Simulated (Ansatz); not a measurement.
**Fermi-surface data of Nb (Fmmm)**

Here is the system:

```
Nb
1.0
   -1.62650     1.62650     1.63389
    1.62650    -1.62650     1.63389
    1.65052     1.65052    -1.63389
Nb
1
Direct
  0.00000   0.00000   0.00000
```

Level of theory: PBEsol, rigid bands (plane waves, PAW, scalar-relativistic; Ansatz, an electronic-structure program). Condition of this run: uniaxial stress along [110] of -1 GPa (compression positive) (the target of the relaxation). How the cell was made: cell and atoms relaxed with PBEsol, then loaded as said.

```
Item                                                             Result
------------------------------------  ---------------------------------
density of states at the Fermi level  1.43 states/(eV·cell), both spins
bare Sommerfeld coefficient                    3.4 mJ/(mol of atoms·K²)
Drude plasma energy                                              9.4 eV
root-mean-square Fermi velocity                               6.4e5 m/s
resistivity times τ                                    5.6 ×10⁻²² Ω·m·s
resistivity times mean free path                        3.8 ×10⁻¹⁶ Ω·m²
```

A metal at this level (no band gap); rigid bands, thermally averaged at 300 K, both spins. Spin-orbit coupling is left out. τ is one relaxation time for all states; the product of resistivity and mean free path takes one path for all states instead.
